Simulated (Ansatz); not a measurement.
Pressure series in RbOH

The parent structure is RbOH (space group P2_1/m, No. 11; a = 4.1471 Å, b = 4.1187 Å, c = 5.9585 Å, α = γ = 90.00°, β = 104.44°; a cell from a computed database, its experimental status unchecked).

Cell and atoms are relaxed at each pressure.

Level of theory: Ansatz (a program for electronic structure), PBEsol, PAW, cutoff 420 eV, no spin-orbit coupling.

| variant | volume per atom | band gap | smallest direct gap |
|---|---|---|---|
| base | 16.43 Å³ | 3.20 eV | 3.27 eV |
| pressure 0.9 GPa | 15.76 Å³ | 3.33 eV | 3.41 eV |
| pressure 2.1 GPa | 15.08 Å³ | 3.46 eV | 3.55 eV |
| pressure 4.5 GPa | 14.11 Å³ | 3.69 eV | 3.80 eV |
| pressure 9 GPa | 12.92 Å³ | 4.03 eV | 4.18 eV |
| pressure 15 GPa | 11.89 Å³ | 4.38 eV | 4.57 eV |
| pressure 22.5 GPa | 11.01 Å³ | 4.13 eV | 4.34 eV |

Load acts through the strain it causes; cell and atoms are relaxed under it. Stability against distortions was not tested. Competing high-pressure phases were not computed.
